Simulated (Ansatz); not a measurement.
**Worked example: self-consistent single point of La₂W₂O₉ (P-1, 26 atoms in the cell) in Ansatz (a program for electronic structure)**

Method: r2SCAN, default PAW files made with PBE (plane waves; Ansatz).

This input was run:

Ansatz 0.2 input:
```yaml
# La2W2O9
crystal:
  lattice:
    - [6.912491, 0.000000, 0.000000]
    - [0.584772, 7.089996, 0.000000]
    - [0.793160, 2.355407, 6.706533]
  atoms:
    - { symbol: La, position: [0.156800, 0.152000, 0.259000] }
    - { symbol: La, position: [0.843200, 0.848000, 0.741000] }
    - { symbol: La, position: [0.625800, 0.416300, 0.270300] }
    - { symbol: La, position: [0.374200, 0.583700, 0.729700] }
    - { symbol: W, position: [0.844500, 0.352100, 0.796300] }
    - { symbol: W, position: [0.155500, 0.647900, 0.203700] }
    - { symbol: W, position: [0.279800, 0.063500, 0.728400] }
    - { symbol: W, position: [0.720200, 0.936500, 0.271600] }
    - { symbol: O, position: [0.725000, 0.810000, 0.093500] }
    - { symbol: O, position: [0.275000, 0.190000, 0.906500] }
    - { symbol: O, position: [0.188300, 0.907000, 0.584300] }
    - { symbol: O, position: [0.811700, 0.093000, 0.415700] }
    - { symbol: O, position: [0.020400, 0.537000, 0.708200] }
    - { symbol: O, position: [0.979600, 0.463000, 0.291800] }
    - { symbol: O, position: [0.141500, 0.808700, 0.947400] }
    - { symbol: O, position: [0.858500, 0.191300, 0.052600] }
    - { symbol: O, position: [0.683000, 0.526200, 0.903100] }
    - { symbol: O, position: [0.317000, 0.473800, 0.096900] }
    - { symbol: O, position: [0.656100, 0.744800, 0.493400] }
    - { symbol: O, position: [0.343900, 0.255200, 0.506600] }
    - { symbol: O, position: [0.491900, 0.905800, 0.776300] }
    - { symbol: O, position: [0.508100, 0.094200, 0.223700] }
    - { symbol: O, position: [0.011300, 0.843600, 0.280500] }
    - { symbol: O, position: [0.988700, 0.156400, 0.719500] }
    - { symbol: O, position: [0.342600, 0.649000, 0.351900] }
    - { symbol: O, position: [0.657400, 0.351000, 0.648100] }
basis:
  ecutwfc: 500.0 eV
kpoints:
  mp_grid: { grid: [2, 2, 2], shift: [0.5, 0.5, 0.5] }
hamiltonian:
  xc: r2scan
  pseudopotentials: { kind: paw }
scf:
  occupations: { method: methfessel_paxton, width: 0.1 eV }
output:
  forces: true
  eigenvalues: true
  stress: true
```

The program printed (abridged):

```
WARN ansatz: RAYON_NUM_THREADS=1 ignored (pool sized by the plan → 1); use --threads N
Pseudopotentials: kind: paw
Pseudopotential: La, paw, valence charge 11
Pseudopotential: W, paw, valence charge 14
Pseudopotential: O, paw, valence charge 6
Crystal: 26 atoms, lattice volume = 328.684 Å³
Basis set: ecut = 500 eV, 8313 PW (Γ), exchange–correlation on 216×216×216 points (64 copies of the dense FFT grid, shifted against one another)
Bands: 130, of which v1, the nominal top of the filled ones, is band 104 counted from 1 (103 counted from 0)
Symmetry: 2 space group operations
Space group: P-1 (ITA 2), of the structure as read, at distance tolerance 6.9e-5 Å
k-points: 4 of 8
PAW frozen core: La, regenerated for the run's functional
PAW frozen core: W, regenerated for the run's functional
PAW frozen core: O, regenerated for the run's functional
Initial density: superposition of atomic densities (neutral atoms: chi_scale 0, normalization atom), corrected by the library's trained network
Initial wavefunctions: pseudopotential atomic-orbital guess
Eigensolver: davidson
Functional: x = r2scan, c = r2scan; τ floored in thin density (d = 2e-4 eV/Å³)
SCF iter   1: F=—  HF=-76913.036953 eV  |F-HF|=—  |Δ(HF+E_count)|=         —  Δρ=1.29e-2  dr2=6.19e-1  dr2_τ=2.03e0  ethr=1.77e-3  ⟨swp⟩=5.8  Hψ=2157  notcnv=0
all-band conjugate gradients solve this SCF's bands
preconditioner: auto → Resta (q_TF=auto, 2.528 Å⁻¹)
SCF iter   2: F=—  HF=-76913.527655 eV  |F-HF|=—  |Δ(HF+E_count)|=   4.91e-1  S|Δr|=    0.00e0  Δρ=6.40e-3  dr2=7.35e-2  dr2_τ=3.01e-2  ethr=2.97e-4  ⟨swp⟩=2.0  Hψ=961  notcnv=0  defer=79
SCF iter   3: F=—  HF=-76913.521477 eV  |F-HF|=—  |Δ(HF+E_count)|=   6.18e-3  S|Δr|=    0.00e0  Δρ=2.77e-3  dr2=1.94e-2  dr2_τ=1.56e-3  ethr=3.53e-5  ⟨swp⟩=2.0  Hψ=818  notcnv=0  defer=79
SCF iter   4: F=—  HF=-76913.519820 eV  |F-HF|=—  |Δ(HF+E_count)|=   1.66e-3  S|Δr|=    0.00e0  Δρ=7.25e-4  dr2=1.16e-3  dr2_τ=2.15e-4  ethr=9.32e-6  ⟨swp⟩=2.0  Hψ=818  notcnv=0  defer=79
SCF iter   5: F=—  HF=-76913.519913 eV  |F-HF|=—  |Δ(HF+E_count)|=   9.35e-5  S|Δr|=    0.00e0  Δρ=3.27e-4  dr2=3.17e-4  dr2_τ=5.06e-5  ethr=5.57e-7  ⟨swp⟩=2.0  Hψ=777  notcnv=0  defer=79
SCF iter   6: F=—  HF=-76913.519920 eV  |F-HF|=—  |Δ(HF+E_count)|=   7.05e-6  S|Δr|=    0.00e0  Δρ=7.90e-5  dr2=2.19e-5  dr2_τ=1.78e-6  ethr=1.52e-7  ⟨swp⟩=2.0  Hψ=775  notcnv=0  defer=79
SCF iter   7: F=—  HF=-76913.519556 eV  |F-HF|=—  |Δ(HF+E_count)|=   3.64e-4  S|Δr|=    0.00e0  Δρ=3.84e-5  dr2=4.68e-6  dr2_τ=5.68e-7  ethr=1.05e-8  ⟨swp⟩=2.0  Hψ=856  notcnv=0  defer=79
SCF iter   8: F=—  HF=-76913.519556 eV  |F-HF|=—  |Δ(HF+E_count)|=   2.48e-7  S|Δr|=    0.00e0  Δρ=1.79e-5  dr2=1.07e-6  dr2_τ=8.56e-8  ethr=2.25e-9  ⟨swp⟩=2.0  Hψ=775  notcnv=0  defer=79
SCF iter   9: F=-76913.519556 eV  HF=-76913.519556 eV  |F-HF|=9.17e-10  |Δ(HF+E_count)|=   1.55e-7  S|Δr|=    0.00e0  Δρ=4.29e-6  dr2=5.86e-8  dr2_τ=5.35e-9  ethr=4.81e-11  ⟨swp⟩=13.0  Hψ=3097  notcnv=0
SCF 1 converged in 9 iterations: F = -76913.519556 eV  dr2 = 5.86e-8
SCF converged after 9 iterations
Stability not checked (fill_not_monotonic)
Free energy (F): -76913.519556 eV
Harris-Foulkes:  -76913.519556 eV  (|F-HF|=9.17e-10)
Internal energy: -76913.519556 eV  (E = F + TS)
E sigma→0 (E₀):  -76913.519556 eV
Fermi energy:    11.537553 eV
Step filling:    the computed levels leave a gap of 3.9524 eV = 39.5 smearing widths
--- Per-component energies (eV) ---
  E_band       = -1047.468919
  E_kinetic    = 5776.717048
  E_local      = -12155.587012  (includes V_loc(G=0)·N_el)
  E_nonlocal   = 1230.660501
  E_hartree    = 4470.752752
  E_xc         = -2857.667119
  E_vxc        = -3597.711614  (∫ρ·V_xc dr)
  E_paw        = -59005.841382  (= ΣΔE_a)
  E_vpaw       = -1451.597295  (= ΣTr[D̂ρ^β])
  E_aug_tail   = 0.018331  (compensation charges beyond the density's cutoff)
  E_vtau       = 208.512290  (kinetic-family band-sum trace: ∫τ·v_τ [+ j·A + Jᵃ·Aᵃ] dr)
  E_ewald      = -14369.919994
  E_core_change = -2.652682  (= ΣΔE_core)
  E_smearing   = 0.000000  (= −TS)
  E_closure    = 0.000000  (closes the sum)
  Σ components = -76913.519556   (vs F -76913.519556, Δ=0.00e0)
--- Forces (eV/Å), atoms counted from 1 ---
  atom   1  La     0.00895918    -0.00298881    -0.15930756
  atom   2  La    -0.00895918     0.00298881     0.15930756
  atom   3  La     0.02650055     0.17341788    -0.06261514
  atom   4  La    -0.02650055    -0.17341788     0.06261514
  atom   5  W     -0.07662406     0.28046725     0.16733139
  atom   6  W      0.07662406    -0.28046725    -0.16733139
   [... 15 lines left out ...]
  atom  22  O     -0.93995291     0.69664997    -0.22876235
  atom  23  O     -0.43254842     0.96189072     0.49664951
  atom  24  O      0.43254842    -0.96189072    -0.49664951
  atom  25  O      1.44727757     0.44025691     0.87771822
  atom  26  O     -1.44727757    -0.44025691    -0.87771822
  max |Σ_I F_I| component: 0.00e0 eV/Å
--- Stress (GPa, compression-positive) ---
       14.339818      -0.425837       0.236601
       -0.425847      15.111668       0.187344
        0.236613       0.187350      14.925114
  P = ⅓ Tr σ = 14.7922 GPa (147.922 kbar)
  The stress holds the Pulay correction. Without it, at fixed plane waves, as pw.x and ABINIT print it: P = 14.6859 GPa
--- Band table (eV) ---
  k-point 0: bands = ["-66.0665", "-66.0665", "-65.9121", "-65.9121", "-29.9783", "-29.9779", "-29.9036", "-29.9024", "-29.8128", "-29.8079", "-29.7867", "-29.7830", "-29.6622", "-29.6613", "-29.5963", "-29.5961", "-21.1694", "-21.1357", "-20.6510", [...]
  k-point 1: bands = ["-66.0665", "-66.0665", "-65.9121", "-65.9121", "-29.9783", "-29.9779", "-29.9028", "-29.9018", "-29.8143", "-29.8078", "-29.7877", "-29.7821", "-29.6629", "-29.6607", "-29.5965", "-29.5959", "-21.1675", "-21.1370", "-20.6518", [...]
  k-point 2: bands = ["-66.0665", "-66.0665", "-65.9121", "-65.9121", "-29.9782", "-29.9779", "-29.9027", "-29.9019", "-29.8137", "-29.8081", "-29.7879", "-29.7820", "-29.6624", "-29.6613", "-29.5963", "-29.5961", "-21.1679", "-21.1366", "-20.6518", [...]
  k-point 3: bands = ["-66.0665", "-66.0665", "-65.9121", "-65.9121", "-29.9783", "-29.9779", "-29.9036", "-29.9023", "-29.8130", "-29.8075", "-29.7870", "-29.7829", "-29.6630", "-29.6606", "-29.5965", "-29.5959", "-21.1684", "-21.1368", "-20.6508", [...]
```

The run converged in 9 iterations.

The starting cell comes from a database of published, mostly measured structures (it also holds non-ambient and calculated ones), without a prior relaxation at this level. Its lattice was rescaled by a random factor within 2.5 % of one. Spin-orbit coupling is off. With a pressure of about 15 GPa the cell is away from its equilibrium volume at this level. Forces in this geometry exceed 1 eV/Å. Ansatz's pressure includes its estimate of the finite-basis (Pulay) stress. The shifted mesh does not hold Γ, so a gap read on it misses any band edge there.
